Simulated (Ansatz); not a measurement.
A relaxation of cell and atoms of CdAu (Pm-3m, 2 atoms in the cell) with Ansatz (an electronic-structure program).

Level of theory: LDA (PW92), default PAW files made with PBE (plane waves; Ansatz).

The change in words: atoms on their sites; relax: default → cell and atoms. Reference geometry:
```yaml
crystal:
  lattice:
    - [3.35088, 0.00000, 0.00000]
    - [0.00000, 3.35088, 0.00000]
    - [0.00000, 0.00000, 3.35088]
  atoms:
    - { symbol: Cd, position: [0.00000, 0.00000, 0.01492] }
    - { symbol: Au, position: [0.50000, 0.50000, 0.50000] }
```

Reference input (self-consistent single point, DFT, LDA (PW92), plane waves, default PAW files made with PBE): basis.ecutwfc = 420 eV; kpoints.mp_grid.grid = 10 10 10; hamiltonian.xc = lda; hamiltonian.pseudopotentials = {kind: paw} (the program's default PAW files); scf.occupations.method = fermi_dirac; scf.occupations.width = 0.1 eV. This run's input differs from it in these lines:

```diff
@@ -7,3 +7,3 @@
   atoms:
-    - { symbol: Cd, position: [0.000000, 0.000000, 0.014921] }
+    - { symbol: Cd, position: [0.000000, 0.000000, 0.000000] }
     - { symbol: Au, position: [0.500000, 0.500000, 0.500000] }
@@ -18,2 +18,4 @@
   occupations: { method: fermi_dirac, width: 0.1 eV }
+relax:
+  cell: {}
 output:
```

Output (repeated stretches shortened):

```
   [... SCF lines of the steps left out ...]
relax step   1: F+E_penalty+E_count = -20983.16631154 eV  Δ(F+E_penalty+E_count) = +0.000e0 eV  max|allowed force component| = 3.892e-29 eV/Å  Δτ_max = 0.0000 Å  P = -7.139 GPa  Ω = 37.625 Å³  (6 SCF iters, dr2 threshold 1.00e-7 eV, accepted)
relax step   2: F+E_penalty+E_count = -20983.10406146 eV  Δ(F+E_penalty+E_count) = +6.225e-2 eV  max|allowed force component| = 2.735e-29 eV/Å  Δτ_max = 0.0000 Å  P = +14.532 GPa  Ω = 32.386 Å³  energy of the carried Pulay correction = +1.235e-3 eV  [...]
   [... lines left out ...]
relax step   5: F+E_penalty+E_count = -20983.22293494 eV  Δ(F+E_penalty+E_count) = -4.545e-5 eV  max|allowed force component| = 2.942e-29 eV/Å  Δτ_max = 0.0000 Å  P = +0.004 GPa  Ω = 35.281 Å³  energy of the carried Pulay correction = +5.303e-4 eV  [...]
relax step   6: F+E_penalty+E_count = -20983.22233623 eV  Δ(F+E_penalty+E_count) = +5.987e-4 eV  max|allowed force component| = 3.471e-29 eV/Å  Δτ_max = 0.0000 Å  P = +0.010 GPa  Ω = 35.281 Å³  stress off target by 1.04e-2 GPa  SCF on the basis [...]
basis re-selected at this cell: Δ(F+E_penalty+E_count) = +5.987e-4 eV, ΔP = +0.006 GPa vs the last step
the relaxation is at rest under the 48 symmetry operations that the run kept from its start: a minimum is not shown …
Free energy (F): -20983.222336 eV
Internal energy: -20983.206705 eV  (E = F + TS)
E sigma→0 (E₀):  -20983.214520 eV
Entropy (-TS):   -0.015632 eV (-7.816 meV/atom)
Fermi energy:    18.971734 eV
--- Forces (eV/Å), atoms counted from 1 ---
  atom   1  Cd     0.00000000     0.00000000    -0.00000000
   [... lines left out ...]
  cell:  # Å, volume = 35.2813 Å³
    - [3.2798059292224293, 5.216060266048763e-34, 5.7777898331617076e-34]
    - [5.216060266048763e-34, 3.2798059292224293, 0.0]
    - [4.493836536903551e-34, 0.0, 3.2798059292224293]
  atoms:
    - { symbol: Cd, position: [-2.504775295227345e-47, -2.0691622004051983e-47, 2.1780654741107348e-48] }
    - { symbol: Au, position: [0.5000000000000001, 0.5000000000000001, 0.5000000000000001] }
```

The run converged. 

Summary of the result:
```
Item                                                                                                                Result
-----------------------------------------------  -------------------------------------------------------------------------
Free energy E − TS (on the zero of these files)                                                             -20983.2223 eV
Fermi level (on the code's own zero)                                                                              18.97 eV
Pressure                                                                                                          0.01 GPa
Final cell                                       a = 3.280 Å, b = 3.280 Å, c = 3.280 Å, α = 90.00°, β = 90.00°, γ = 90.00°
Final volume per atom                                                                                             17.64 Å³
Relaxation steps                                                                                                         6
```

The starting cell comes from a database of computed structures (which also holds hypothetical and non-ambient phases and stackings), without a prior relaxation at this level. Its lattice was rescaled by up to half a per cent. The relaxation keeps the symmetry of its start, so its end need not be a minimum. Ansatz's pressure includes its estimate of the finite-basis (Pulay) stress.

Keys are those of Ansatz 0.2.
